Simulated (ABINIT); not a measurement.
```
Cu3Pd
1.0
    3.68588     0.00000     0.00000
    0.00000     3.68588     0.00000
    0.00000     0.00000     3.68588
Cu Pd
3 1
Direct
  0.00000   0.50000   0.50000
  0.50000   0.00000   0.50000
  0.50000   0.50000   0.00000
  0.00000   0.00000   0.00000
```

Method of the run: LDA (PW92), PAW (JTH v2.0 LDA PAW) (plane waves; ABINIT 10.0.3).

The set-up and first iterations of an ABINIT log for Cu₃Pd (Pm-3m, 4 atoms in the cell):

```
 Symmetries : space group Pm -3 m (#221); Bravais cP (primitive cubic)

 -outvars: echo values of preprocessed input variables --------
            acell      6.9653094279E+00  6.9653094279E+00  6.9653094279E+00 Bohr
             ecut      2.99874495E+01 Hartree
           enunit           2
              ixc           7
         kptrlatt        9    0    0      0    9    0      0    0    9
          kptrlen      6.26877849E+01
            natom           4
            nband          48
            ngfft          36      36      36
          ngfftdg          50      50      50
             nkpt          35
            nstep          50
             nsym          48
           ntypat           2
           occopt           3
        pawecutdg      6.00116484E+01 Hartree
         pawxcdev           0
          spgroup         221
           tolvrs      1.00000000E-10
           tsmear      1.83746627E-03 Hartree
            typat      1  1  1  2
   [... lines left out ...]
                       0.0000000000E+00  0.0000000000E+00  0.0000000000E+00
            znucl       29.00000   46.00000

== DATASET  1 ==================================================================

 Exchange-correlation functional for the present dataset will be:
  LDA: Perdew-Wang 92 LSD fit to Ceperley-Alder data - ixc=7
 Citation for XC functional:
  J.P.Perdew and Y.Wang, PRB 45, 13244 (1992)

 Real(R)+Recip(G) space primitive vectors, cartesian coordinates (Bohr,Bohr^-1):
 R(1)=  6.9653094  0.0000000  0.0000000  G(1)=  0.1435686  0.0000000  0.0000000
 R(2)=  0.0000000  6.9653094  0.0000000  G(2)=  0.0000000  0.1435686  0.0000000
 R(3)=  0.0000000  0.0000000  6.9653094  G(3)=  0.0000000  0.0000000  0.1435686
 Unit cell volume ucvol=  3.3792572E+02 bohr^3
 Angles (23,13,12)=  9.00000000E+01  9.00000000E+01  9.00000000E+01 degrees

 Coarse grid specifications (used for wave-functions):

 getcut: wavevector=  0.0000  0.0000  0.0000  ngfft=  36  36  36
         ecut(hartree)=     29.987   => boxcut(ratio)=   2.09666

 Fine grid specifications (used for densities):

 getcut: wavevector=  0.0000  0.0000  0.0000  ngfft=  50  50  50
         ecut(hartree)=     60.012   => boxcut(ratio)=   2.05848

   1.15351870E+04                                ecore*ucvol(ha*bohr**3)

_setup2: Arith. and geom. avg. npw (full set) are    2651.620    2651.608
--- !BeginCycle
solver: {iscf: 17, nstep: 50, nline: 4, wfoptalg: 10, }
tolerances: {tolvrs: 1.00E-10, }
...

     iter   Etot(hartree)      deltaE(h)  residm     nres2
 ETOT  1  -698.35846772725    -6.984E+02 7.653E+01 3.263E+02
 ETOT  2  -731.85365669480    -3.350E+01 7.513E-01 4.509E+03
 ETOT  3  -725.02895767113     6.825E+00 4.648E-01 7.556E+02
 ETOT  4  -723.75421863616     1.275E+00 1.245E-01 1.926E+02
 ETOT  5  -723.44808765361     3.061E-01 1.369E-01 2.226E+01
```

Problem. How does the run end?

Solution. The run converged in 31 iterations. Convergence of the loop says nothing yet on basis, mesh or lower states. It ends on: free energy E − TS -19684.78 eV; Fermi level (on the code's own zero) 8.22 eV; pressure -10.65 GPa. The log goes on:

```
   [... 22 lines left out ...]
 ETOT 28  -723.40218348409    -4.411E-11 7.698E-05 1.221E-09
 ETOT 29  -723.40218348410    -1.182E-11 5.267E-05 1.641E-09
 ETOT 30  -723.40218348409     1.012E-11 4.921E-05 7.987E-10
 ETOT 31  -723.40218348411    -1.398E-11 4.539E-05 8.350E-11
 At SCF step   31       nres2   =  8.35E-11 < tolvrs=  1.00E-10 =>converged.

 Cartesian components of stress tensor (hartree/bohr^3)
  sigma(1 1)=  3.61971156E-04  sigma(3 2)=  0.00000000E+00
  sigma(2 2)=  3.61971156E-04  sigma(3 1)=  0.00000000E+00
  sigma(3 3)=  3.61971156E-04  sigma(2 1)=  0.00000000E+00

 ----iterations are completed or convergence reached----

 reduced coordinates (array xred) for    4 atoms
       0.000000000000      0.500000000000      0.500000000000
       0.500000000000      0.000000000000      0.500000000000
       0.500000000000      0.500000000000      0.000000000000
       0.000000000000      0.000000000000      0.000000000000
 cartesian forces (eV/Angstrom) at end:
    1     -0.00000000000000    -0.00000000000000    -0.00000000000000
    2     -0.00000000000000    -0.00000000000000    -0.00000000000000
    3     -0.00000000000000    -0.00000000000000    -0.00000000000000
   [... lines left out ...]
 Fermi (or HOMO) energy (hartree) =   0.30217   Average Vxc (hartree)=  -0.45522
 Fermi (or HOMO) energy (eV) =   8.22238   Average Vxc (eV)= -12.38717
   [... lines left out ...]
local_psp           : -3.63248639246808E+02
internal            : -7.23401722011272E+02
'-kT*entropy'       : -4.52864009382229E-04
total_energy        : -7.23402174875282E+02
total_energy_eV     : -1.96847742656901E+04
...

-Cartesian components of stress tensor (GPa)         [Pressure= -1.0650E+01 GPa]
- sigma(1 1)=  1.06495573E+01  sigma(3 2)=  0.00000000E+00
- sigma(2 2)=  1.06495573E+01  sigma(3 1)=  0.00000000E+00
- sigma(3 3)=  1.06495573E+01  sigma(2 1)=  0.00000000E+00

 Calculation completed.
```

For comparison: a first run (DFT, PBEsol, plane waves, PAW (JTH v2.0 PBE PAW, files made for PBE)) was changed to give this one (pseudos: [Cu.GGA_PBE-JTH.xml, Pd.GGA_PBE-JTH.xml] → [Cu.LDA_PW-JTH.xml, Pd.LDA_PW-JTH.xml]; ixc: -116133 → 7; potentials: JTH v2.0 PBE PAW → JTH v2.0 LDA PAW), and from it to this one the pressure goes from -4.41 to -10.65 GPa.

The starting cell comes from a database of computed structures (which also holds hypothetical and non-ambient phases and stackings), without a prior relaxation at this level. Its lattice was rescaled by a random factor within 2.5 % of one. Spin polarisation is off. With a pressure of about -11 GPa the cell is away from its equilibrium volume at this level.

The run was DFT, LDA (PW92), plane waves, PAW (JTH v2.0 LDA PAW). Main settings of its input:

```
key                                          value
----------  --------------------------------------
pseudos     [Cu.LDA_PW-JTH.xml, Pd.LDA_PW-JTH.xml]
ecut                                        816 eV
pawecutdg                                  1633 eV
pawxcdev                                         0
ixc                                              7
occopt                                           3
tsmear                                     0.05 eV
ngkpt                                        9 9 9
nshiftk                                          1
shiftk                                       0 0 0
potentials                        JTH v2.0 LDA PAW
nband                                           48
```
